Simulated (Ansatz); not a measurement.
Base system: BAs in the zinc blende structure (space group F-43m, No. 216; a = 4.768 Å). Axes: x, y, z lie along the cube axes.

Now apply this change: tensile biaxial strain of 1.50 % in the plane normal to [001], as in epitaxy on a mismatched substrate; the out-of-plane cell vector and the atoms relax.

Computed with PBEsol in Ansatz (plane waves to 420 eV, PAW, no spin-orbit coupling).

### Question
Give the band edges at the high-symmetry points of the new zone, measured from its valence-band maximum.

### Answer
| point | valence edge (eV) | conduction edge (eV) |
|---|---|---|
| Γ | 0.00 | 2.99 |
| X | -4.08 | 1.29 |
| P | -5.31 | 5.23 |
| N | -1.81 | 2.38 |
| M | -4.31 | 1.01 |
| S | -3.78 | 1.58 |
| S₀ | -3.78 | 1.58 |
| R | -5.28 | 4.83 |
| G | -5.28 | 4.83 |

The gap is 0.77 eV, indirect, Γ → Γ–M (82 % along).

Whether these cells are dynamically stable was not tested. k-point labels follow each cell's own Brillouin zone.

Ansatz is a first-principles code.
